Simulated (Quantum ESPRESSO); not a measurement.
## Habitual settings against a tight run: ZnCu (Pm-3m, 2 atoms in the cell)

Self-consistent single point.

```
CELL_PARAMETERS angstrom
      2.88755     0.00000     0.00000
      0.00000     2.88755     0.00000
      0.00000     0.00000     2.88755
ATOMIC_POSITIONS crystal
  Zn 0.50000 0.50000 0.50000
  Cu 0.00000 0.00000 0.00000
```

Level of theory: PBE, PseudoDojo standard norm-conserving (PBE) pseudopotentials (plane waves; Quantum ESPRESSO).

Base settings: ecutwfc = 95 Ry; occupations = smearing; smearing = mp; degauss = 0.0036749 Ry; potentials = {Zn: Zn.upf, Cu: Cu.upf}; K_POINTS = automatic 11 11 11 0 0 0; conv_thr = 1e-10 Ry; mixing_beta = 0.3.

Tight run (finer mesh or higher cutoff; not a proven limit): ecutwfc: 95 Ry → 133 Ry; conv_thr: 1e-10 Ry → 7.3e-11 Ry; K_POINTS: automatic 11 11 11 0 0 0 → automatic 15 15 15 0 0 0. It gave Fermi level (on the code's own zero) 18.52 eV; pressure 10.86 GPa.

Quick runs, as changes from the base:
- A: the base itself
- B: ecutwfc: 95 Ry → 48 Ry; smearing: mp → gauss; degauss: 0.0036749 Ry → 0.019992 Ry; conv_thr: 1e-10 Ry → 7.3e-06 Ry; K_POINTS: automatic 11 11 11 0 0 0 → automatic 8 8 8 0 0 0
- C: ecutwfc: 95 Ry → 48 Ry; smearing: mp → gauss; degauss: 0.0036749 Ry → 0.0099958 Ry; conv_thr: 1e-10 Ry → 7.3e-05 Ry; K_POINTS: automatic 11 11 11 0 0 0 → automatic 4 4 4 0 0 0
- D: ecutwfc: 95 Ry → 48 Ry; smearing: mp → cold; degauss: 0.0036749 Ry → 0.036749 Ry; conv_thr: 1e-10 Ry → 7.3e-05 Ry; K_POINTS: automatic 11 11 11 0 0 0 → automatic 2 2 2 0 0 0
- E: ecutwfc: 95 Ry → 57 Ry; degauss: 0.0036749 Ry → 0.0099958 Ry; conv_thr: 1e-10 Ry → 7.3e-05 Ry; K_POINTS: automatic 11 11 11 0 0 0 → automatic 1 1 1 0 0 0; potentials: PseudoDojo standard norm-conserving (LDA) [LDA (PW92)]
- F: ecutwfc: 95 Ry → 66 Ry; conv_thr: 1e-10 Ry → 7.3e-06 Ry; K_POINTS: automatic 11 11 11 0 0 0 → automatic 4 4 4 0 0 0

Energies are extrapolated to zero smearing width, which holds to low order in the width alone (under cold and Methfessel-Paxton smearing the free energy itself is taken).

Dashes: energy of E, another energy zero.

† marks runs with another functional, U, potentials or spin treatment: their distance from the tight run is not a convergence error alone.

The count of work is k-points × plane waves × bands × iterations; it is no time. 

The starting cell comes from a database of computed structures (which also holds hypothetical and non-ambient phases and stackings), without a prior relaxation at this level. Its lattice was rescaled by a random factor within 2.5 % of one. Spin polarisation is off. In the base run, with a pressure of about 11 GPa the cell is away from its equilibrium volume at this level.

```
run  energy less tight (meV/atom)  count of work / tight
---  ----------------------------  ---------------------
A                            -1.8                   0.26
B                         17030.5                  0.039
C                         17150.1                  0.011
D                         18748.6                 0.0034
E†                              –                0.00090
F                           556.2                  0.014
```

Among the runs at the tight run's level, the energy misses run from 1.8 to 18748.6 meV/atom.
